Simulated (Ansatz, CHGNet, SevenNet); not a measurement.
# TaAs (I4₁md, No. 109, 4 atoms in the cell; start mp-1936): properties by level of theory

| level (code) | lattice constant a (Å) | c axis length (Å) |
|---|---|---|
| CHGNet-r²SCAN | 3.406 | 12.096 |
| SevenNet-0 | 3.487 | 11.634 |
| LDA (Ansatz) | 3.405 | 11.510 |
| r²SCAN (Ansatz) | 3.442 | 11.714 |
| HSE06 (Ansatz) | 3.433 | 11.666 |

Caveats: exact exchange on metals is sensitive to the k mesh and can open a false gap (HSE06); the relaxation could not lower the start's symmetry, so the cell can be a saddle point above a distorted one (CHGNet-r²SCAN, SevenNet-0, LDA, r²SCAN, HSE06). Ansatz's density-functional and Hartree–Fock values are scalar-relativistic unless marked +SOC, with PAW data made under PBE.

Static lattice: no zero-point or thermal effects.

A start named mp-… is a Materials Project structure, which need not be a measured phase.

Ansatz is a first-principles code.
